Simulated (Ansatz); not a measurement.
The parent structure is CdSe in the wurtzite structure (space group P6_3mc, No. 186; a = 4.383 Å, c = 7.155 Å).

Calculations: Ansatz (a first-principles code), PBE, PAW, cutoff 420 eV, no spin-orbit coupling, earlier PAW set.

Base values:

The gap between the host's bands comes out as 0.54 eV and the gap character is direct at Γ.

Perturbation: 0.357 electrons added to each cell, a density of 3.0×10^21 cm⁻³, with a uniform compensating background at fixed cell and a 300 K Fermi–Dirac width.

Problem. How does this affect the Fermi level from band edge, gap between the host's bands and gap character?

Solution. The Fermi level relative to the doped band's edge (positive inside the band; to 0.05 eV) is +2.05 eV; the gap between the host's bands drops by 0.08 eV, from 0.54 eV to 0.46 eV; the gap character is still direct at Γ.

Carriers are added with a uniform compensating background; total energy and stress of such cells depend on the potential's zero and are not compared; many-body gap narrowing is missing at this level. Whether these cells are dynamically stable was not tested.
